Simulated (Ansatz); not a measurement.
Results of HSE06 (Ansatz, an electronic-structure program, PAW) for ZnSnO3 (R-3, No. 148; cell taken from a computed entry).

Numerical settings: plane-wave cutoff 460 eV, 6×6×6 k mesh, Fermi–Dirac smearing 0.01 eV, scalar-relativistic PAW data made under PBE.

Cell (relaxed with PBEsol):

```cif
data_O18Sn6Zn6
_chemical_formula_sum 'Zn6 Sn6 O18'
_space_group_name_H-M_alt 'R-3 :H'
_space_group_IT_number 148
_space_group_name_Hall '-R 3'
_cell_length_a 5.30708
_cell_length_b 5.30708
_cell_length_c 14.02625
_cell_angle_alpha 90.000
_cell_angle_beta 90.000
_cell_angle_gamma 120.000
loop_
_atom_site_label
_atom_site_type_symbol
_atom_site_symmetry_multiplicity
_atom_site_Wyckoff_symbol
_atom_site_fract_x
_atom_site_fract_y
_atom_site_fract_z
_atom_site_occupancy
Zn1 Zn 6 c 0.00000 0.00000 0.36500 1
Sn1 Sn 6 c 0.00000 0.00000 0.14916 1
O1 O 18 f 0.30481 0.00640 0.24880 1
```
(The calculation used a cell of 10 atoms; values per cell refer to that cell.)

Task: Estimate the band gap and smallest direct gap on the k points sampled that the calculation returns.

Result: 
* **band gap**: 3.28 eV
* **smallest direct gap on the k points sampled**: 3.36 eV

Note: cell and atoms aren't relaxed at this level (pressure -1.4 GPa).

Spin–orbit coupling is not included.

Static lattice: no zero-point or thermal effects.

Cost on a shared machine: very roughly 17 core-minutes.
